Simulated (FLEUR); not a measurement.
Short convergence ladders for a (001) slab of Te2Mo (cut from a parent of space group no. 187; 3 atoms in the cell)

```
CELL_PARAMETERS angstrom
      3.54955     0.00000     0.00000
     -1.77477     3.07400     0.00000
      0.00000     0.00000    17.56900
ATOMIC_POSITIONS crystal
  Te 0.33333 0.66667 0.39843
  Te 0.33333 0.66667 0.60157
  Mo 0.00000 0.00000 0.50000
```

Base method: LDA (Perdew-Zunger), all-electron FLAPW (FLEUR, film geometry), scalar-relativistic valence in FLEUR.

Base settings: Kmax = 4.3 1/bohr; GmaxXC = 15 1/bohr; xcFunctional = pz; jspins = 1; l_soc = F; mode = hist; fermiSmearingEnergy = 0.00073499 Htr; mesh (inpgen div1-3) = 4 4 1; inpgen gamma flag = true; Gmax = 15 1/bohr.

Core times come from one kind of shared machine, to one figure; runs under 30 s give none.

**The k-point mesh**

Moved along: kpt_gamma.

Only quantities that move along the ladder and can be compared are tabulated.

| kpt_div | free energy less the last step's (meV/atom) | largest difference of a force vector from the last step's (eV/Å) |
|---|---|---|
| 2 2 1 | 238.73 | 0.216 |
| 3 3 1 | -42.56 | 0.182 |
| 4 4 1 | -15.64 | 0.011 |
| 5 5 1 | 1.85 | 0.004 |
| 6 6 1 | 0.66 | 0.005 |
| 7 7 1 | 0.10 | 0.000 |
| 8 8 1 | 0.06 | 0.000 |
| 9 9 1 | -0.08 | 0.000 |
| 11 11 1 | -0.02 | 0.000 |
| 15 15 1 | -0.02 | 0.000 |
| 20 20 1 | 0.00 | 0.000 |

Coarsest kpt_div that holds the free energy within 0.5 meV/atom of the last step, with all finer ones: 7 7 1; the step before is off by 0.66 meV/atom.

Coarsest kpt_div that holds the forces within 0.01 eV/Å of the last step, with all finer ones: 5 5 1; the step before is off by 0.011 eV/Å.

**The setting dVac**

Moved along: dTilda.

The mesh stays at the base's, so the ladder's end is converged at best in this setting alone.

Only quantities that move along the ladder and can be compared are tabulated.

```csv
dVac,free energy less the last step's (meV/atom),largest difference of a force vector from the last step's (eV/Å),core time / last (rough)
12.32 bohr,1.67,0.011,0.6
12.82 bohr,0.71,0.006,0.5
13.32 bohr,-0.10,0.002,0.4
14.82 bohr,0.06,0.000,0.4
15.82 bohr,-0.12,0.000,0.6
17.82 bohr,0.00,0.000,1
```

Coarsest dVac that holds the free energy within 0.5 meV/atom of the last step, with all finer ones: 13.32 bohr, at about 0.4 of the last step's time; the step before is off by 0.71 meV/atom.

Coarsest dVac that holds the forces within 0.01 eV/Å of the last step, with all finer ones: 12.82 bohr; the step before is off by 0.011 eV/Å.

On the base run: the starting cell comes from a database of computed structures (which also holds hypothetical and non-ambient phases and stackings), without a prior relaxation at this level. The slab is cut from that crystal, and its faces are unrelaxed. Its lattice was rescaled by up to half a per cent. Spin polarisation is off. Values depend on the basis (sphere radii, cutoffs, local orbitals), which need not be converged.
